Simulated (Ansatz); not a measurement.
## Effect of biaxial strain −2.15 %, plane normal [001], relaxed out of plane on ZnS

Start from ZnS in the wurtzite structure (space group P6_3mc, No. 186; a = 3.807 Å, c = 6.246 Å). Axes: x lies along a and z along c of the hexagonal cell.

One thing is altered: biaxial strain −2.15 %, plane normal [001], relaxed out of plane (Cartesian); in-plane vectors clamped, the third vector and the atoms free.

Level of theory: Ansatz (a program for electronic structure) r2SCAN, no spin-orbit coupling, earlier PAW set. Γ-centred 10×10×6 mesh, Fermi–Dirac width 0.05 eV.

The volume per atom shrinks by 0.59 Å³ (19.60 Å³ → 19.01 Å³) and the shortest interatomic distance falls by 0.026 Å, from 2.334 Å to 2.308 Å. The band gap is still 2.77 eV and the gap character stays direct at Γ. The width of the top valence band grows by 0.18 eV, from 2.18 eV to 2.36 eV and the electron mass changes from 0.18 mₑ along c, 0.21 mₑ across (at Γ) to 0.16 mₑ out of plane, 0.23 mₑ in plane (at Γ). The valence-band top at Γ (three highest levels, from the VBM) becomes 0.00, 0.00, -0.29 eV (base: 0.00, 0.00, -0.08 eV) and the out-of-plane strain comes out as +1.29 %. The ratio −ε⊥/ε∥ is 0.60 and the mean in-plane stress (compression positive) is +3.6 GPa.

Final structure (turned so that z lies along the plane normal):

```
CELL_PARAMETERS angstrom
      3.72518     0.00000     0.00000
      1.86259     3.22610     0.00000
      0.00000     0.00000     6.32702
ATOMIC_POSITIONS crystal
  Zn 0.66667 0.66667 0.99641
  Zn 0.33333 0.33333 0.49641
  S  0.66667 0.66667 0.62879
  S  0.33333 0.33333 0.12879
```

Cost of the whole job for the changed cell (relaxation, final SCF and bands): very roughly 2.9 core-minutes.

Masses are band curvatures over ±0.01 Å⁻¹ around the edge. Stability against distortions was not tested.
